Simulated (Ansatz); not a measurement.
The starting structures come from a database of crystals and need not be the phases stable at ambient conditions.

 Where the default PAW files enter, the runs use the earlier of Ansatz's two default sets.

**Evanescent states of WO3 (P-42_1m, not sure to be the ambient phase, 16 atoms a cell, 14.5 Å³ an atom, -11 GPa at this level) along the normal of (111)**

The numbers are results of PBEsol (plane waves, PAW; Ansatz, a quantum-chemistry and plane-wave program), not measurements.

The gap is the functional's own. No spin-orbit coupling. Mid-gap values are interpolated on the energy grid.

Energies count from the valence-band top; κ is the least over a 4×4 mesh across the current.

```csv
E (eV),κ (1/Å),where
0.03,0.148,off Γ
0.09,0.202,Γ
0.15,0.199,Γ
0.21,0.195,Γ
0.27,0.191,Γ
0.33,0.186,Γ
0.39,0.180,Γ
0.45,0.174,Γ
0.51,0.165,Γ
0.57,0.147,Γ
0.63,0.124,Γ
0.69,0.089,Γ
```

Task: How thick must the barrier be to attenuate the transmission by 10^6 when the electrodes' Fermi level lies at 0.09 eV, and what attenuation does that film give at 0.27 eV?

Result: d = 6 ln 10 / (2 × 0.202) = 34.2 Å. At 0.27 eV it gives 6 × 0.191/0.202 = 5.7 decades.
